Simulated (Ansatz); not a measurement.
LuPt3 (Pm-3m), PBEsol, DFPT electron-phonon coupling, linearised Boltzmann equation (Ansatz, a quantum-chemistry and plane-wave program): phonon-limited resistivity 13.6 μΩ·cm at 300 K, 18.0 μΩ·cm at 400 K, current-weighted mean free path 10.5 nm.

Task: Estimate the electronic thermal conductivity at 300 K by the Wiedemann-Franz law (L₀ = 2.44×10⁻⁸ W·Ω/K²).

Result: L₀T/ρ = 2.44×10⁻⁸ × 300/(13.6×10⁻⁸) = 53.8 W/(m·K). Inelastic scattering puts the true Lorenz number somewhat under L₀ near and below the Debye temperature.

Task: What is the classical skin depth at 100 GHz (nonmagnetic, μ₀ = 1.257×10⁻⁶ H/m)?

Result: δ = √(ρ/(π f μ₀)) = 587 nm.

Task: What temperature coefficient of resistance follows, and how does it compare with 1/T?

Result: (ρ₄₀₀ − ρ₃₀₀)/(100 K × ρ₃₀₀) = 3.24×10⁻³ K⁻¹, against 1/T = 3.33×10⁻³ K⁻¹ for a resistivity proportional to T. Impurities would add a constant and lower it.

A metal at this level (no band gap). Only scattering by harmonic phonons is included (no impurities, grain boundaries, electron-electron scattering or thermal expansion). Spin-orbit coupling is left out, which matters with elements this heavy. The run warned that the eigensolver left some states short of its tolerance. Halving the electron mesh (20x20x20) moves the resistivity by up to 6 % at 300 K, the mean free path by up to 2 %. Smearing 0.20 eV; phonons on a 4x4x4 q mesh, which this run doesn't test.

Formula and space group known from diffraction (Crystallography Open Database), not checked to be the room-temperature form: LuPt3 (Pm-3m).
